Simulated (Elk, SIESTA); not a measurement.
An Elk input for a self-consistent single point of LaS (Fm-3m, 2 atoms in the cell) (DFT, PBEsol, spin-orbit coupling in second variation, all-electron FP-LAPW, Elk's shipped species files, APW+lo basis with extra local orbitals):

```
tasks
  0

xctype
  22

spinorb
  .true.

rgkmax
  8.0

gmaxvr
  16.0

nxlo
  2

lorbcnd
  .true.

lmaxi
  3

nempty
  10

swidth
  0.00367493

maxscl
  100

scale
  1.889726125

avec
    0.0000000000    2.9416000000    2.9416000000
    2.9416000000    0.0000000000    2.9416000000
    2.9416000000    2.9416000000    0.0000000000

atoms
  2
  'La.in'
  1
  0.0000000000  0.0000000000  0.0000000000    0.0 0.0 0.0
  'S.in'
  1
  0.5000000000  0.5000000000  0.5000000000    0.0 0.0 0.0

ngridk
  7 7 7
```

Give the SIESTA input for the same structure, mesh, smearing and functional.

One input that does it (others would too):

```
# files in the folder: La.psml S.psml (PseudoDojo PBEsol fully relativistic)
SystemName  LaS
SystemLabel las

NumberOfAtoms                2
NumberOfSpecies              2
%block ChemicalSpeciesLabel
  1 57 La
  2 16 S
%endblock ChemicalSpeciesLabel
LatticeConstant              4.160051 Ang
%block LatticeVectors
     0.000000000    0.707106716    0.707106716
     0.707106716    0.000000000    0.707106716
     0.707106716    0.707106716    0.000000000
%endblock LatticeVectors
AtomicCoordinatesFormat      ScaledCartesian
%block AtomicCoordinatesAndAtomicSpecies
     0.000000000    0.000000000    0.000000000  1
     0.707106716    0.707106716    0.707106716  2
%endblock AtomicCoordinatesAndAtomicSpecies

XC.functional                GGA
XC.authors                   PBEsol
PAO.BasisSize                DZP
PAO.EnergyShift              0.005 Ry
MeshCutoff                   400 Ry
%block kgrid.MonkhorstPack
    7   0   0  0.0
    0   7   0  0.0
    0   0   7  0.0
%endblock kgrid.MonkhorstPack
OccupationFunction           FD
ElectronicTemperature        1160.45 K
Spin                         spin-orbit
%block DM.InitSpin
  1 0.00 0.00 0.00
  2 0.00 0.00 0.00
%endblock DM.InitSpin

MaxSCFIterations             150
SCF.Mixer.Method             Pulay
SCF.Mixer.Weight             0.2
SCF.Mixer.History            6
SCF.DM.Tolerance             1.0E-04
Diag.ParallelOverK           true
WriteForces                  true
```

Basis, cutoffs, solver keys and any potentials are the target program's own. This input uses DFT, GGA PBEsol with spin-orbit coupling, numerical atomic orbitals DZP, PseudoDojo PBEsol fully relativistic norm-conserving potentials (rewritten from UPF to PSML). Both were run: size of the net moment 0.00 μB/atom in Elk and 0.00 in SIESTA.

On SIESTA: the starting cell comes from a database of computed structures (which also holds hypothetical and non-ambient phases and stackings), without a prior relaxation at this level. Values carry the incompleteness of an atom-centred basis.

On Elk: the starting cell comes from a database of computed structures (which also holds hypothetical and non-ambient phases and stackings), without a prior relaxation at this level. Values depend on the basis (sphere radii, cutoffs, local orbitals), which need not be converged.
